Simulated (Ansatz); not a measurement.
**Pressure series in Ta2N**

Take Ta$_{2}$N in the anti-CdI2 type structure (space group P-3m1, No. 164) as the base.

```xyz
3
Lattice="3.0745 0.0000 0.0000 -1.5373 2.6626 0.0000 0.0000 0.0000 4.8520" Properties=species:S:1:pos:R:3 pbc="T T T"
N      0.0000     0.0000     0.0000
Ta     0.0000     1.7751     1.2430
Ta     1.5373     0.8875     3.6090
```

Cell and atoms are relaxed at each pressure.

Method: PBE-D3(BJ) (Ansatz, a quantum-chemistry and plane-wave program; PAW; 420 eV plane waves; without spin-orbit coupling), earlier PAW set.

Notes on the quantities. enthalpy: H = E + PV relative to the base's energy.

| variant | volume per atom | enthalpy |
|---|---|---|
| base | 13.24 Å³ | – |
| pressure −2 GPa | 13.33 Å³ | -0.17 eV/atom |
| pressure −1 GPa | 13.29 Å³ | -0.08 eV/atom |
| pressure 3 GPa | 13.11 Å³ | +0.25 eV/atom |
| pressure 7 GPa | 12.94 Å³ | +0.57 eV/atom |
| pressure 15 GPa | 12.63 Å³ | +1.21 eV/atom |
| pressure 30 GPa | 12.14 Å³ | +2.37 eV/atom |
| pressure 50 GPa | 11.61 Å³ | +3.85 eV/atom |
| pressure 75 GPa | 11.08 Å³ | +5.62 eV/atom |
| pressure 100 GPa | ? | +7.31 eV/atom |

**Question.** What belongs in the blanks?

**Answer.** 
- pressure 100 GPa, volume per atom: 10.64 Å³

Load acts through the strain it causes; cell and atoms are relaxed under it. Whether these cells are dynamically stable was not tested. No other phases were tried under pressure. All final runs are without spin polarisation. An odd electron count without spin: Ta2N.
